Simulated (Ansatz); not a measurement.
Ansatz (a first-principles code), DFT, LDA, plane waves, its default PAW files, spin-polarised: Lu(CuO2)2, supercell, atoms displaced (from the phase in space group 88, mp-754674) (O8Cu4Lu2), 14 atoms, spin-polarised from a ferromagnetic start (1 μB on Cu). Basis and mesh were picked for this test and aren't claimed converged.

- cell: 6.14, 6.14, 6.14 Å; 126.4, 126.4, 79.3°
- distance to the nearest atom: 1.82 to 2.27 Å
- task: single point
- k mesh: 4×4×4
- hamiltonian.xc: lda
- kind of files: paw
- scf.occupations.method: fermi_dirac
- scf.occupations.width: 0.05 eV
- output.forces: true
- magnetization.spin_polarized: true
- binding of workers (--pin): off
- k-point pools (--kpoint-pools): 1
- memory maximum (--max-ram): 8GiB
- accuracy: medium (default)
- basis.precision: auto (default)
- basis.xc_grid: 1 (default)
- scf.eigensolver.kind: auto (default)
- scf.convergence.dr2_threshold: 1e-07 (default)
- scf.lower_state_search: light (default)
- k-points after symmetry (for each spin): 36
- bands at the start: 107
- electrons: 174
- plane waves at Γ: 2847
- cutoff (eV): 420
- FFT grid: 45×45×45
- symmetry operations: 1

One run each.

All on 4 threads. Base settings, kept where nothing else is said: scf.mixing.algorithm = auto (default), scf.mixing.preconditioner = auto (default) (scf.mixing.beta, scf.mixing.ndim not set). The settings tried:
- scf.mixing.algorithm = msr1
- scf.mixing.algorithm = anderson, scf.mixing.ndim = 1
- scf.mixing.preconditioner = local_kerker
- scf.mixing.algorithm = broyden, scf.mixing.beta = 0.7
- scf.mixing.algorithm = broyden, scf.mixing.beta = 0.3
- scf.mixing.algorithm = broyden
- scf.mixing.preconditioner = kerker_dos
- scf.mixing.algorithm = broyden, scf.mixing.beta = 0.1
- scf.mixing.algorithm = broyden, scf.mixing.preconditioner = kerker
- scf.mixing.preconditioner = kerker
- scf.mixing.preconditioner = resta
- scf.mixing.algorithm = broyden, scf.mixing.beta = 1
- scf.mixing.algorithm = anderson
- scf.mixing.preconditioner = ldos
- the base settings
- scf.mixing.algorithm = broyden, scf.mixing.preconditioner = none
- scf.mixing.preconditioner = none

Task: Name the extremes by SCF iterations: fewest, most, and any that don't converge.

Result: Fewest SCF iterations: scf.mixing.preconditioner = ldos (21). Most among those that reach the base run's result: scf.mixing.algorithm = broyden, scf.mixing.beta = 1 (50). No count from: scf.mixing.algorithm = anderson, scf.mixing.ndim = 1 (unfinished when stopped at the time that we allowed, after 58 SCF iterations). All the others converged. In the base run the program took: scf.mixing.algorithm MSR1, scf.eigensolver.kind band_cg, --slots 4.

```csv
setting,SCF iterations,applications of H to a band,end
scf.mixing.preconditioner = ldos,21,395616,converged
scf.mixing.preconditioner = local_kerker,28,470922,converged
scf.mixing.algorithm = broyden,29,521162,"converged, no check of stability"
scf.mixing.preconditioner = kerker_dos,29,431953,converged
"scf.mixing.algorithm = broyden, scf.mixing.preconditioner = kerker",29,521162,"converged, no check of stability"
"scf.mixing.algorithm = broyden, scf.mixing.beta = 0.3",29,521162,"converged, no check of stability"
scf.mixing.algorithm = anderson,30,510308,"converged, no check of stability"
"scf.mixing.algorithm = broyden, scf.mixing.preconditioner = none",30,475156,"converged, no check of stability"
the base settings,32,548872,converged
scf.mixing.algorithm = msr1,32,554247,converged
scf.mixing.preconditioner = kerker,32,548872,converged
scf.mixing.preconditioner = none,34,512066,converged
scf.mixing.preconditioner = resta,34,512066,converged
"scf.mixing.algorithm = broyden, scf.mixing.beta = 0.1",37,706105,"converged, no check of stability"
"scf.mixing.algorithm = broyden, scf.mixing.beta = 0.7",38,601583,"converged, no check of stability"
"scf.mixing.algorithm = broyden, scf.mixing.beta = 1",50,913061,"converged, no check of stability"
```

9 planned settings were not run, for want of time.

Keys are those of Ansatz 0.2.
